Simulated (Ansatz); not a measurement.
## Effect of pressure −2 GPa on CdSe

Base system: CdSe in the wurtzite structure (space group P6_3mc, No. 186; a = 4.383 Å, c = 7.155 Å).

Now apply this change: a negative pressure, −2 GPa.

Level of theory: plane-wave PAW DFT at the PBE level (Ansatz, an electronic-structure program, 420 eV), spin-orbit coupling left out, earlier PAW set. Settings: 9×9×5 k-points, 0.05 eV Fermi–Dirac smearing.

| quantity | base | changed | shift |
|---|---|---|---|
| lattice parameter a | 438.3 pm | 445.9 pm | +7.6 pm |
| c/a ratio | 1.632 | 1.632 | -0.0006 |
| shortest interatomic distance | 268.2 pm | 272.8 pm | +4.6 pm |
| enthalpy H = E + PV relative to the base's energy | – | -0.38 eV/atom | – |
| band gap | 0.54 eV | 0.43 eV | -0.11 eV |
| gap character | direct at Γ | direct at Γ | – |
| mean gap deformation potential ΔEg/Δln V | – | -2.2 eV | – |
| width of the top valence band | 1.56 eV | 1.42 eV | -0.14 eV |
| electron mass | 0.057 mₑ (at Γ) | 0.049 mₑ (at Γ) | – |
| valence-band top at Γ (three highest levels, from the VBM) | 0.00, 0.00, -0.04 eV | 0.00, 0.00, -0.04 eV | – |

Load acts through the strain it causes; cell and atoms are relaxed under it. Masses are band curvatures over ±0.01 Å⁻¹ around the edge. No phonon test of stability was made.
